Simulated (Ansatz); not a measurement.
The parent structure is Ti$_{3}$Al (space group P6_3/mmc, No. 194; a = 5.755 Å, c = 4.655 Å). Axes: x lies along a and z along c of the hexagonal cell.

All numbers come from Ansatz (an electronic-structure program), PBE, PAW, cutoff 420 eV, no spin-orbit coupling, earlier PAW set.

Before the change:

- Shortest interatomic distance: 2.824 Å
- Pressure: 0.0 GPa
- Band gap: zero

Perturbation: compressive biaxial strain of 1.35 % in the plane normal to [001], as in epitaxy on a mismatched substrate; the out-of-plane cell vector and the atoms relax.

Problem. Predict the new shortest interatomic distance.

Solution. The shortest interatomic distance falls by 0.039 Å to 2.785 Å.

Problem. What does the calculation give for the energy relative to the base after the change?

Solution. The energy rises by 4.7 meV/atom.

Problem. What does the calculation give for the pressure after the change?

Solution. The pressure (mean of the normal stresses, compression positive) goes from zero to 2.3 GPa.

Problem. What does the calculation give for the band gap after the change?

Solution. The band gap stays zero.

No phonon test of stability was made. All final runs are without spin polarisation.
